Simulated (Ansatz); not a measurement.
## How the elastic constant C44 of CsCl-type PdIn moves with the method

No measured value is used here.

### Question
Put these levels in order of the elastic constant C44 that they give for CsCl-type PdIn, smallest first: LDA (Ansatz, a first-principles code), PBE (Ansatz), r²SCAN (Ansatz).

### Answer
PBE (43.3 GPa), r²SCAN (56.0 GPa), LDA (60.0 GPa)

Unless a cell is named, each level is at its own relaxed cell (LDA 16.61, PBE 18.05, r²SCAN 17.44 Å³/atom).

Each level is taken at its own relaxed cell. Cutoffs differ between the levels. Ansatz's density-functional and Hartree–Fock values are scalar-relativistic unless marked +SOC, with PAW data made under PBE.
